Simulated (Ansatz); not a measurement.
Base system: AgCl in the rock salt structure (space group Fm-3m, No. 225; a = 5.611 Å).

The values are results of Ansatz (a quantum-chemistry and plane-wave program), PBE, PAW, cutoff 420 eV, no spin-orbit coupling, not measurements.

One change was made to it. Results:

The valley order (the lowest conduction-band minima on the path, energy above the VBM, named in the base's zone) changes from Γ 0.92 eV; X along ⟨100⟩ 2.43 eV to Γ 0.94 eV; X along ⟨100⟩ 2.04 eV; the smallest direct gap goes up by 0.791 eV to 3.68 eV; the shortest interatomic distance falls by 0.1873 Å to 2.618 Å.

Task: Name the change that was made.
A. pressure 15 GPa
B. pressure 2.1 GPa
C. pressure 0.9 GPa

Result: A, pressure 15 GPa. For comparison, the valley order in the other runs: pressure 2.1 GPa gives Γ 0.91 eV; X along ⟨100⟩ 2.36 eV; pressure 0.9 GPa gives Γ 0.92 eV; X along ⟨100⟩ 2.40 eV.

Load acts through the strain it causes; cell and atoms are relaxed under it. Stability against distortions was not tested. No other phases were tried under pressure.
